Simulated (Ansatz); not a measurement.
Band structure of MgInCu4 (F-43m, 6 atoms in the cell).

```
CELL_PARAMETERS angstrom
      0.00000     3.51241     3.51241
      3.51241     0.00000     3.51241
      3.51241     3.51241     0.00000
ATOMIC_POSITIONS crystal
  Mg 0.00000 0.00000 0.00000
  In 0.25000 0.25000 0.25000
  Cu 0.62523 0.12431 0.62523
  Cu 0.62523 0.62523 0.62523
  Cu 0.12431 0.62523 0.62523
  Cu 0.62523 0.62523 0.12431
```

Method: PBEsol, PAW files made with PBE (plane waves; Ansatz, an electronic-structure program).

Settings: kpoints.mp_grid.grid = 9 9 9; hamiltonian.xc = pbesol; hamiltonian.pseudopotentials = {kind: paw} (an earlier, softer set of the program's PAW files); scf.occupations.method = gaussian; scf.occupations.width = 0.0073 Ry; kpoints.band_path.npoints = 8.

The starting cell comes from a database of computed structures (which also holds hypothetical and non-ambient phases and stackings), without a prior relaxation at this level. Its lattice was rescaled by a random factor within 2.5 % of one. Spin polarisation is off.

Levels in eV from the Fermi level, bands 47 to 54:
```tsv
point	47	48	49	50	51	52	53	54
Γ	-0.60	-0.31	-0.31	-0.31	1.87	2.61	2.61	2.61
X	-2.21	-1.54	-0.72	-0.72	-0.57	6.53	6.86	6.93
W	-2.00	-1.86	-1.70	1.27	1.86	2.48	3.30	7.18
K	-2.03	-1.84	-0.93	-0.62	1.82	4.36	4.47	5.06
L	-1.49	-0.45	-0.23	-0.23	1.61	1.61	1.65	5.94
U	-2.03	-1.84	-0.93	-0.62	1.82	4.36	4.47	5.06
```

Bands cross the Fermi level along this path, so the cell is metallic at this level.

Keys are those of Ansatz 0.2.
